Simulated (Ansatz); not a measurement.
Take ZrC in the rock salt structure (space group Fm-3m, No. 225; relaxed with 0.1 eV smearing) as the base.

```yaml
crystal:
  lattice:
    - [0.00000, 2.35441, 2.35441]
    - [2.35441, 0.00000, 2.35441]
    - [2.35441, 2.35441, 0.00000]
  atoms:
    - { symbol: Zr, position: [0.00000, 0.00000, 0.00000] }
    - { symbol: C, position: [0.50000, 0.50000, 0.50000] }
```

All numbers come from Ansatz (a quantum-chemistry and plane-wave program) PBE, spin-orbit coupling left out.

Before the change:

- Pressure: 0.0 GPa
- Band gap: zero

The change: every lattice vector is shortened by 2.50 %, atoms relaxed at fixed cell.

Predict the new energy relative to the base.

The energy increases by 55 meV/atom.

Estimate the effect on the pressure.

The pressure goes from zero to 19.7 GPa.

Predict the new band gap.

The band gap stays zero.

The cells carry an imposed strain or load. Whether these cells are dynamically stable was not tested. All final runs are without spin polarisation.
